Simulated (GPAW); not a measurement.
```
CELL_PARAMETERS angstrom
     -1.97785     1.97785     3.92748
      1.97785    -1.97785     3.92748
      1.97785     1.97785    -3.92748
ATOMIC_POSITIONS crystal
  Pd 0.00636 0.00636 0.00000
  Pt 0.75000 0.25000 0.50000
  Pt 0.25000 0.75000 0.50000
  Pt 0.50000 0.50000 0.00000
```
Moments meant for the start (each program seeds them in its own way; μB, in the order of the atoms Pd Pt Pt Pt): 0.0 1.0 1.0 1.0.

Method of the run: PBEsol, GPAW PAW datasets PBEsol (made by gpaw-setup) (plane waves; GPAW 25.7.0).

The set-up and first iterations of a GPAW log for PdPt3 (I4mm, 4 atoms in the cell):

```
Input parameters:
  convergence: {density: 1e-05,
                energy: 1e-05}
  kpts: [7 7 7]
  maxiter: 120
  mode: {ecut: 550,
         name: pw}
  nbands: -8
  occupations: {name: fermi-dirac,
                width: 0.02}
  spinpol: True
  symmetry: {symmorphic: False,
             tolerance: 0.0005}
  xc: PBEsol

species:
  Pd:
    name: Palladium
    Z: 46.0
    valence: 16
    core: 30
    charge: 0.0
    file: Pd.PBEsol.gz

    # Using partial waves for Pd as LCAO basis

  Pt:
    name: Platinum
    Z: 78.0
    valence: 16
    core: 62
    charge: 0.0
    file: Pt.PBEsol.gz

    # Using partial waves for Pt as LCAO basis

Reference energy: -1637867.373189  # eV

Spin-polarized calculation.
Initial magnetic moment: 3.000000

Convergence criteria:
 Maximum [total energy] change in last 3 cyles: 1e-05 eV / valence electron
 Maximum integral of absolute [dens]ity change: 1e-05 electrons / valence electron
   [... lines left out ...]

Eigensolver

Densities:
  Coarse grid: 27*27*27 grid
  Fine grid: 54*54*54 grid
  Total Charge: 0.000000

Density mixing:
  Method: difference
  Backend: pulay
  Linear mixing parameter: 0.05
  old densities: 5
  Damping of long wavelength oscillations: 50

Hamiltonian:
  XC and Coulomb potentials evaluated on a 54*54*54 grid
  External potential:
    NoExternalPotential

XC parameters: PBEsol with 2 nearest neighbor stencil

Number of atoms: 4
Number of atomic orbitals: 48
Number of bands in calculation: 41
Number of valence electrons: 64
Bands to converge: occupied

Density initialized from atomic densities
  41 bands from LCAO basis set

Atomic positions and initial magnetic moments

Positions:
   0 Pd     0.000000   -0.000000    0.049997    ( 0.0000,  0.0000,  0.0000)
   1 Pt     0.000000    1.977851    1.963741    ( 0.0000,  0.0000,  1.0000)
   2 Pt     1.977851    0.000000    1.963741    ( 0.0000,  0.0000,  1.0000)
   3 Pt     0.000000    0.000000    3.927482    ( 0.0000,  0.0000,  1.0000)

Unit cell:
           periodic     x           y           z      points  spacing
  1. axis:    yes   -1.977851    1.977851    3.927482    27     0.1309
  2. axis:    yes    1.977851   -1.977851    3.927482    27     0.1309
  3. axis:    yes    1.977851    1.977851   -3.927482    27     0.1036

  Lengths:   4.821712   4.821712   4.821712
  Angles:  131.565597 131.565597  70.915991

Effective grid spacing dv^(1/3) = 0.1462
     iter     time        total  log10-change:  magmom
                         energy   eigst   dens
iter:   1 --:--:--   -32.650714                   +2.9923
iter:   2 --:--:--   -31.787913   -1.21  -1.19    +1.6920
iter:   3 --:--:--   -29.535181   -0.21  -1.21    +0.6124
iter:   4 --:--:--   -26.679321   -1.05  -1.38    +0.5526
iter:   5 --:--:--   -26.594125   -3.07  -1.88    +0.4817
iter:   6 --:--:--   -26.598038   -2.31  -2.06    +0.3847
iter:   7 --:--:--   -26.534789   -2.39  -2.25    +0.2053
iter:   8 --:--:--   -26.525812   -3.87  -2.60    +0.1784
iter:   9 --:--:--   -26.525569   -4.18  -2.91    +0.1208
iter:  10 --:--:--   -26.525657c  -4.28  -3.05    +0.0968
iter:  11 --:--:--   -26.525189c  -4.72  -3.15    +0.0205
iter:  12 --:--:--   -26.525066c  -5.34  -3.41    +0.0043
iter:  13 --:--:--   -26.525078c  -6.46  -3.57    +0.0011
iter:  14 --:--:--   -26.525098c  -5.55  -3.62    -0.0010
iter:  15 --:--:--   -26.525089c  -6.20  -4.10    -0.0010
iter:  16 --:--:--   -26.525091c  -6.67  -4.16    -0.0008
```

Will this run converge, and how will it end?

The run converged in 25 iterations. Its thresholds were met; that alone does not show that basis and mesh suffice. It ends on: free energy E − TS (from the program's reference atoms) -26.5305 eV; Fermi level (on the code's own zero) 10.86 eV; pressure -7.88 GPa; largest force (vector length) 0.450 eV/Å; size of the cell's spin moment 0.00 μB. The log goes on:

```
iter:  17 --:--:--   -26.525092c  -6.92  -4.23    -0.0006
iter:  18 --:--:--   -26.525092c  -7.93c -4.33    -0.0003
iter:  19 --:--:--   -26.525090c  -7.44c -4.36    -0.0001
iter:  20 --:--:--   -26.525091c  -7.45c -4.46    +0.0000
iter:  21 --:--:--   -26.525091c  -8.60c -4.59    +0.0000
iter:  22 --:--:--   -26.525092c  -8.08c -4.62    +0.0000
iter:  23 --:--:--   -26.525092c  -8.97c -4.72    +0.0000
iter:  24 --:--:--   -26.525091c  -8.32c -4.80    +0.0000
iter:  25 --:--:--   -26.525091c  -8.92c -5.30c   +0.0000
Converged after 25 iterations.

Dipole moment: (-0.000000, 0.000000, -1.031763) |e|*Ang

Total magnetic moment: (0.000000, 0.000000, 0.000011)
Local magnetic moments:
   0 Pd ( 0.000000,  0.000000,  0.000004)
   1 Pt ( 0.000000,  0.000000,  0.000002)
   2 Pt ( 0.000000,  0.000000,  0.000002)
   3 Pt ( 0.000000,  0.000000,  0.000004)

Energy contributions relative to reference atoms: (reference = -1637867.373189)

Kinetic:        -41.724474
Potential:      +29.239670
External:        +0.000000
XC:             -12.215737
Entropy (-ST):   -0.010747
Local:           -1.819177
SIC:             +0.000000
--------------------------
Free energy:    -26.530464
Extrapolated:   -26.525091

Spin contamination: 0.000001 electrons
Showing only first 2 kpts
                      Up                     Down
 Kpt  Band  Eigenvalues  Occupancy  Eigenvalues  Occupancy
  0    30     11.23752    0.00000     11.23752    0.00000
   [... lines left out ...]

Fermi level: 10.85905

No gap
No difference between direct/indirect transitions
Energy (eV): -26.525091

Forces in eV/Ang:
  0 Pd    0.00000   -0.00000   -0.44995
  1 Pt   -0.00000    0.00000    0.25977
  2 Pt    0.00000    0.00000    0.25977
  3 Pt    0.00000    0.00000   -0.06966

Stress tensor:
     0.048980     0.000000    -0.000000
     0.000000     0.048980     0.000000
    -0.000000     0.000000     0.049592
Stress (GPa, Voigt): [ 7.8474  7.8474  7.9455  0.     -0.      0.    ]
```

For comparison: a first run was changed to give this one (kpts: 5 5 5 → 7 7 7; occupations.width: 0.1 eV → 0.02 eV), and from it to this one the free energy rises by 20.2 meV/atom, the pressure goes from -6.91 to -7.88 GPa and the largest force goes from 0.426 to 0.450 eV/Å.

The starting cell comes from a database of computed structures (which also holds hypothetical and non-ambient phases and stackings), without a prior relaxation at this level. Its lattice was rescaled by up to half a per cent. One atom was moved a little off its site on purpose. Spin-orbit coupling is off. The starting moments vanished: the run ended non-magnetic. With a pressure of about -8 GPa the cell is away from its equilibrium volume at this level.

The run was DFT PBEsol, plane waves, GPAW PAW datasets PBEsol (made by gpaw-setup). Main settings of its input:

```
key                              value
-------------------  -----------------
spinpol                           true
mode                                pw
ecut                            550 eV
xc                              PBEsol
kpts                             7 7 7
mesh shift (steps)               0 0 0
occupations.name           fermi-dirac
occupations.width              0.02 eV
nbands                              -8
convergence.density   1e-05 e/electron
convergence.energy   1e-05 eV/electron
symmetry.symmorphic              false
```
